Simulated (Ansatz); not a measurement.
InSb (Fm-3m, No. 225, 2 atoms in the cell; start mp-10149; a measured phase of this formula has another space group) was calculated with LDA in Ansatz (plane waves, PAW).

Settings: plane-wave cutoff 520 eV, 16×16×16 k mesh, Fermi–Dirac smearing 0.05 eV, scalar-relativistic PAW data made under PBE.

Cell (relaxed at this level):

```
CELL_PARAMETERS angstrom
      0.00000     2.98834     2.98834
      2.98834     0.00000     2.98834
      2.98834     2.98834     0.00000
ATOMIC_POSITIONS crystal
  In 0.00000 0.00000 0.00000
  Sb 0.50000 0.50000 0.50000
```

Predict the bulk modulus.


- bulk modulus = 60.8 GPa

The run finds no gap.

Note: the bulk modulus is −V dP/dV from two relaxed cells at ±2 % in volume; the relaxation could not lower the start's symmetry, so the cell can be a saddle point above a distorted one.

Spin–orbit coupling is not included; it can open a gap where bands touch, and shift volumes and moduli.

A start named mp-… is a Materials Project structure, which need not be a measured phase.

Ansatz is a first-principles code.
